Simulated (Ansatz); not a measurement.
Input and output of a self-consistent single point for the (111) slab of K2Pd (cut from a parent of space group no. 123; 12 atoms in the cell) (Ansatz, a program for electronic structure).

Computed with PBEsol, default PAW files made with PBE (plane waves; Ansatz).

```
CELL_PARAMETERS angstrom
      8.03852     0.00000     0.00000
      4.01926     5.44699     0.00000
      0.00000     0.00000    22.13809
ATOMIC_POSITIONS crystal
  K  0.70283 0.09434 0.31620
  K  0.20283 0.09434 0.31620
  Pd 0.20283 0.59434 0.31620
  K  0.47507 0.54986 0.43873
  K  0.97507 0.54986 0.43873
  Pd 0.97507 0.04986 0.43873
  K  0.24731 0.00539 0.56127
  K  0.74731 0.00539 0.56127
  Pd 0.74731 0.50538 0.56127
  K  0.01954 0.46091 0.68380
  K  0.51955 0.46091 0.68380
  Pd 0.51955 0.96091 0.68380
```

Reference input (self-consistent single point, DFT, PBEsol, plane waves, default PAW files made with PBE): basis.ecutwfc = 30.9 Ry; kpoints.mp_grid.grid = 3 3 1; hamiltonian.xc = pbesol; hamiltonian.pseudopotentials = {kind: paw} (the program's default PAW files); scf.occupations.method = fermi_dirac; scf.occupations.width = 0.0073 Ry. This run's input differs from it in these lines:

Ansatz 0.2 input:
```diff
@@ -22,3 +22,3 @@
 kpoints:
-  mp_grid: { grid: [3, 3, 1] }
+  mp_grid: { grid: [7, 7, 1] }
 hamiltonian:
```

The program printed (abridged):

```
SCF iter   1: F=—  HF=-39750.666145 eV  |F-HF|=—  |Δ(HF+E_count)|=         —  Δρ=2.19e-3  dr2=5.09e-2  ethr=1.77e-3  ⟨swp⟩=11.1  Hψ=6937  notcnv=0
all-band conjugate gradients solve this SCF's bands
preconditioner: auto → LDOS
SCF iter   2: F=—  HF=-39750.681072 eV  |F-HF|=—  |Δ(HF+E_count)|=   1.49e-2  Δρ=2.43e-3  dr2=7.16e-2  ethr=3.53e-5  ⟨swp⟩=2.2  Hψ=3012  notcnv=0
   [... lines left out ...]
SCF iter   6: F=—  HF=-39750.671949 eV  |F-HF|=—  |Δ(HF+E_count)|=   8.16e-5  Δρ=3.11e-5  dr2=1.96e-5  ethr=3.57e-7  ⟨swp⟩=2.0  Hψ=1770  notcnv=0
SCF iter   7: F=—  HF=-39750.671763 eV  |F-HF|=—  |Δ(HF+E_count)|=   1.85e-4  Δρ=1.30e-5  dr2=4.36e-6  ethr=1.36e-8  ⟨swp⟩=2.9  Hψ=2679  notcnv=0
SCF iter   8: F=—  HF=-39750.671764 eV  |F-HF|=—  |Δ(HF+E_count)|=   2.84e-7  Δρ=4.57e-6  dr2=4.22e-7  ethr=3.03e-9  ⟨swp⟩=2.0  Hψ=1789  notcnv=0
SCF iter   9: F=-39750.671764 eV  HF=-39750.671764 eV  |F-HF|=7.52e-9  |Δ(HF+E_count)|=   2.21e-7  Δρ=2.13e-6  dr2=8.07e-8  ethr=6.94e-11  ⟨swp⟩=9.1  Hψ=5795  notcnv=0
SCF 1 converged in 9 iterations: F = -39750.671764 eV  dr2 = 8.07e-8
Free energy (F): -39750.671764 eV
Internal energy: -39750.468318 eV  (E = F + TS)
E sigma→0 (E₀):  -39750.570041 eV
Entropy (-TS):   -0.203446 eV (-16.954 meV/atom)
Fermi energy:    1.016726 eV
--- Forces (eV/Å), atoms counted from 1 ---
  atom   1  K      0.11328529    -0.06087983    -0.10354252
  atom   2  K     -0.11328528    -0.06087984    -0.10354252
  atom   3  Pd    -0.00000000     0.10510561     0.52666527
  atom   4  K     -0.03910421    -0.00259063    -0.00536414
  atom   5  K      0.03910421    -0.00259063    -0.00536414
  atom   6  Pd    -0.00000000     0.06037884    -0.03066868
  atom   7  K      0.03910421     0.00259063     0.00536414
  atom   8  K     -0.03910421     0.00259063     0.00536414
   [... lines left out ...]
  atom  12  Pd     0.00000000    -0.10510561    -0.52666527
--- Stress (GPa, compression-positive) ---
       -0.435925       0.000000       0.000000
        0.000000      -0.858303      -0.002379
        0.000000      -0.002379      -0.411405
  P = ⅓ Tr σ = -0.5685 GPa (-5.685 kbar)
  The stress holds the Pulay correction. Without it, at fixed plane waves, as pw.x and ABINIT print it: P = -0.5711 GPa
```

The run converged in 9 iterations. Against the reference run the free energy goes down by 3.0 meV/atom and the largest force goes from 0.522 to 0.537 eV/Å.

The starting cell comes from a database of computed structures (which also holds hypothetical and non-ambient phases and stackings), without a prior relaxation at this level. The slab is cut from that crystal, and its faces are unrelaxed. Its lattice was rescaled by up to half a per cent. Spin polarisation is off.

Cost on one core of a shared machine: roughly 50 s.
